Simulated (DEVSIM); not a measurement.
abrupt Si n-p junction

System: abrupt Si n-p junction, at 300 K.

```csv
layer (left to right),material,thickness (μm),Nd (cm⁻³),Na (cm⁻³),τn (s),τp (s)
1,Si,96.0,1.3e14,-,0.00039,0.00039
2,Si,0.570,-,3.7e14,0.00039,0.00039
```

Left contact: ohmic. Right contact: ohmic. Voltage is applied to the left contact. Recombination: SRH at mid-gap, Auger. Mobility is constant in doping.

This is a model device: material constants are rounded textbook-type values typed into the input, and sizes, dopings and lifetimes were drawn at random. Values at 300 K.

```tsv
parameter	Si
gap (eV)	1.124
affinity (eV)	4.05
permittivity	11.7
Nc (cm⁻³)	2.86e19
Nv (cm⁻³)	3.1e19
μn (cm²/Vs)	1417
μp (cm²/Vs)	470
Cn (cm⁶/s)	2.8e-31
Cp (cm⁶/s)	9.9e-32
```

Model (solved in DEVSIM): 1D drift-diffusion, Boltzmann statistics, complete ionisation; no tunnelling, impact ionisation, image-force lowering or self-heating.

- Potential step across the device at zero bias = 0.513 V
- Largest field in the device at zero bias = 3800 V/cm
- Dark forward voltage at 1 A/cm² = 0.716 V

Dark reverse current:

```json
[
 {"V (V)": "0.40", "J (A/cm²)": "1.9e-7"},
 {"V (V)": "1.00", "J (A/cm²)": "3.0e-7"},
 {"V (V)": "2.00", "J (A/cm²)": "4.4e-7"},
 {"V (V)": "3.00", "J (A/cm²)": "5.7e-7"},
 {"V (V)": "4.00", "J (A/cm²)": "6.7e-7"},
 {"V (V)": "6.00", "J (A/cm²)": "8.6e-7"},
 {"V (V)": "8.00", "J (A/cm²)": "1.0e-6"},
 {"V (V)": "10.00", "J (A/cm²)": "1.2e-6"},
 {"V (V)": "13.00", "J (A/cm²)": "1.4e-6"},
 {"V (V)": "16.00", "J (A/cm²)": "1.5e-6"},
 {"V (V)": "20.00", "J (A/cm²)": "1.7e-6"}
]
```

Dark forward current:

```
V (V)  J (A/cm²)
-----  ---------
-0.05    -6.6e-7
-0.15    -3.0e-5
-0.30    -0.0066
-0.40     -0.090
-0.55      -0.44
-0.65      -0.76
-0.75       -1.1
-0.90       -1.8
-1.00       -2.3
-1.10       -2.9
-1.25       -3.8
-1.35       -4.5
-1.50       -5.6
-1.60       -6.5
```
